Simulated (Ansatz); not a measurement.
Electronic density of states of amorphous Ga₂₄O₃₉Mo, density 4.95 g/cm³, on a 2×2×2 Γ-centred mesh with a Gaussian width of 0.1 eV; energies count from the Fermi level, whose place inside the gap is arbitrary. Cell and mesh are small, so fine structure isn't converged. All values below come from PBE, scalar-relativistic without spin-orbit coupling (plane waves to 420 eV, PAW; Ansatz, a program for electronic structure). Sampling: a 2×2×2 Γ-centred mesh; Fermi-Dirac width 0.02 eV; no spin polarisation. At PBE the levels at the filled edge of the gap are localised (band-tail or defect states), and the nearest spread-out levels lie 1.9 eV apart at the zone centre.

The cell was made by melting and quenching with the CHGNet potential and then relaxed with DFT. O atoms were pushed apart under 1.9 Å during the dynamics, to hinder bonds among them. The hot cell started wider than the set density and was brought back towards it in steps. It is the lowest in DFT energy of 2 quenches. It is a model cell: composition and starting density were chosen by hand, and all elements were melted together. No dispersion term was used. Its density started from a set value of 4.95 and ended at 4.95 g/cm³. The quench (nominally 220 K/ps over its main leg) was far faster than any real one, so the model tends to hold more defects than a real film. One small periodic cell is one sample of the glass; other quenches scatter about these values. The volume was held where the preparation left it and the shape relaxed, at a PBE pressure of 0.2 GPa.

(E - EF (eV), states/(eV atom)): (-12.00, 0.00); (-11.90, 0.00); (-11.80, 0.00); (-11.70, 0.00); (-11.60, 0.00); (-11.50, 0.00); (-11.40, 0.00); (-11.30, 0.00); (-11.20, 0.00); (-11.10, 0.00); (-11.00, 0.00); (-10.90, 0.00); (-10.80, 0.00); (-10.70, 0.00); (-10.60, 0.00); (-10.50, 0.00); (-10.40, 0.00); (-10.30, 0.00); (-10.20, 0.00); (-10.10, 0.00); (-10.00, 0.00); (-9.90, 0.00); (-9.80, 0.00); (-9.70, 0.00); (-9.60, 0.00); (-9.50, 0.00); (-9.40, 0.00); (-9.30, 0.00); (-9.20, 0.00); (-9.10, 0.00); (-9.00, 0.00); (-8.90, 0.00); (-8.80, 0.00); (-8.70, 0.00); (-8.60, 0.00); (-8.50, 0.00); (-8.40, 0.00); (-8.30, 0.00); (-8.20, 0.00); (-8.10, 0.00); (-8.00, 0.02); (-7.90, 0.08); (-7.80, 0.19); (-7.70, 0.26); (-7.60, 0.28); (-7.50, 0.29); (-7.40, 0.31); (-7.30, 0.40); (-7.20, 0.43); (-7.10, 0.41); (-7.00, 0.40); (-6.90, 0.45); (-6.80, 0.40); (-6.70, 0.27); (-6.60, 0.27); (-6.50, 0.31); (-6.40, 0.29); (-6.30, 0.27); (-6.20, 0.28); (-6.10, 0.28); (-6.00, 0.29); (-5.90, 0.25); (-5.80, 0.28); (-5.70, 0.37); (-5.60, 0.41); (-5.50, 0.43); (-5.40, 0.39); (-5.30, 0.39); (-5.20, 0.46); (-5.10, 0.49); (-5.00, 0.50); (-4.90, 0.51); (-4.80, 0.53); (-4.70, 0.53); (-4.60, 0.50); (-4.50, 0.48); (-4.40, 0.51); (-4.30, 0.57); (-4.20, 0.56); (-4.10, 0.54); (-4.00, 0.55); (-3.90, 0.57); (-3.80, 0.62); (-3.70, 0.70); (-3.60, 0.67); (-3.50, 0.68); (-3.40, 0.68); (-3.30, 0.69); (-3.20, 0.70); (-3.10, 0.71); (-3.00, 0.65); (-2.90, 0.64); (-2.80, 0.72); (-2.70, 0.74); (-2.60, 0.77); (-2.50, 0.78); (-2.40, 0.76); (-2.30, 0.78); (-2.20, 0.77); (-2.10, 0.76); (-2.00, 0.76); (-1.90, 0.86); (-1.80, 0.91); (-1.70, 0.85); (-1.60, 0.77); (-1.50, 0.79); (-1.40, 0.80); (-1.30, 0.64); (-1.20, 0.35); (-1.10, 0.19); (-1.00, 0.25); (-0.90, 0.30); (-0.80, 0.22); (-0.70, 0.06); (-0.60, 0.00); (-0.50, 0.00); (-0.40, 0.00); (-0.30, 0.00); (-0.20, 0.00); (-0.10, 0.00); (0.00, 0.00); (0.10, 0.00); (0.20, 0.00); (0.30, 0.00); (0.40, 0.00); (0.50, 0.00); (0.60, 0.00); (0.70, 0.01); (0.80, 0.02); (0.90, 0.00); (1.00, 0.00); (1.10, 0.00); (1.20, 0.00); (1.30, 0.00); (1.40, 0.00); (1.50, 0.01); (1.60, 0.03); (1.70, 0.07); (1.80, 0.15); (1.90, 0.15); (2.00, 0.08); (2.10, 0.07); (2.20, 0.08); (2.30, 0.18); (2.40, 0.17); (2.50, 0.10); (2.60, 0.10); (2.70, 0.08); (2.80, 0.08); (2.90, 0.08); (3.00, 0.08); (3.10, 0.10); (3.20, 0.09); (3.30, 0.08); (3.40, 0.13); (3.50, 0.17); (3.60, 0.20); (3.70, 0.23); (3.80, 0.27); (3.90, 0.29); (4.00, 0.24); (4.10, 0.25); (4.20, 0.29); (4.30, 0.25); (4.40, 0.24); (4.50, 0.26); (4.60, 0.22); (4.70, 0.22); (4.80, 0.19); (4.90, 0.25); (5.00, 0.33); (5.10, 0.32); (5.20, 0.29); (5.30, 0.31); (5.40, 0.34); (5.50, 0.32); (5.60, 0.33); (5.70, 0.35); (5.80, 0.34); (5.90, 0.30); (6.00, 0.30); (6.10, 0.29); (6.20, 0.24); (6.30, 0.22); (6.40, 0.23); (6.50, 0.26); (6.60, 0.27); (6.70, 0.28); (6.80, 0.29); (6.90, 0.29); (7.00, 0.31); (7.10, 0.34); (7.20, 0.37); (7.30, 0.35); (7.40, 0.32); (7.50, 0.33)

The level gap on this mesh is 1.57 eV; the broadening fills part of it in the curve.
